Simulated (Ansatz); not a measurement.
The starting structures come from a database of crystals and need not be the phases stable at ambient conditions.

 Where the default PAW files enter, the runs use the earlier of Ansatz's two default sets.

Inside the gap of an insulator the Bloch states are evanescent, with a wavenumber k + iκ along the transport direction.

Input:

```yaml
crystal:
  lattice:
    - [6.01086, 0.00000, 0.00000]
    - [0.00000, 6.01086, 0.00000]
    - [3.00543, -3.00543, 4.25032]
  atoms:
    - { symbol: Ba, position: [0.25000, 0.25000, 0.50000] }
    - { symbol: Ba, position: [0.75000, 0.75000, 0.50000] }
    - { symbol: Ca, position: [0.00000, 0.00000, 0.00000] }
    - { symbol: Mo, position: [0.50000, 0.50000, 0.00000] }
    - { symbol: O, position: [0.27024, 0.72976, 0.45952] }
    - { symbol: O, position: [0.72976, 0.27024, 0.54048] }
    - { symbol: O, position: [0.72976, 0.72976, 0.00000] }
    - { symbol: O, position: [0.27024, 0.27024, 0.00000] }
    - { symbol: O, position: [0.27024, 0.72976, 0.00000] }
    - { symbol: O, position: [0.72976, 0.27024, 0.00000] }
```

Space group of this cell: Fm-3m. The cell is taken as given; by r2SCAN its mean pressure is -5.9 GPa.

Transport runs along the normal of the first two printed cell vectors, the (001) plane of the conventional cell.

No gap correction and no spin-orbit coupling; mid-gap values are interpolated between computed energies.

Problem. Give the band gap and the smallest decay constant κ at mid-gap that r2SCAN (Ansatz, a first-principles code) yields.

Solution. Gap 2.33 eV on a 8×8×8 mesh; κ = 0.316 1/Å, at the zone centre.
